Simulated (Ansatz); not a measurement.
The starting structures come from a database of crystals and need not be the phases stable at ambient conditions.

Inside the gap of an insulator the Bloch states are evanescent, with a wavenumber k + iκ along the transport direction.

Data:

```xyz
4
Lattice="6.8858 0.0000 0.0000 2.2953 6.6009 0.0000 3.4429 0.0000 1.9878" Properties=species:S:1:pos:R:3 pbc="T T T"
Na     0.0000     0.0000     0.0000
Y      8.0334     3.3004     1.9878
S      6.8858     4.8104     0.0000
S      5.7382     1.7904     1.9878
```

Space group of this cell: R-3m. The cell is taken as given; by PBEsol its mean pressure is -1.6 GPa.

Transport runs along the normal of the first two printed cell vectors, the (110) plane of the conventional cell.

The gap is the functional's own. No spin-orbit coupling. Mid-gap values are interpolated on the energy grid.

Q: Compute, with PBEsol (Ansatz, a first-principles code), the band gap and the smallest decay constant κ at mid-gap.

A: Gap 2.18 eV on a 16×16×16 mesh; κ = 0.211 1/Å, at the zone centre.
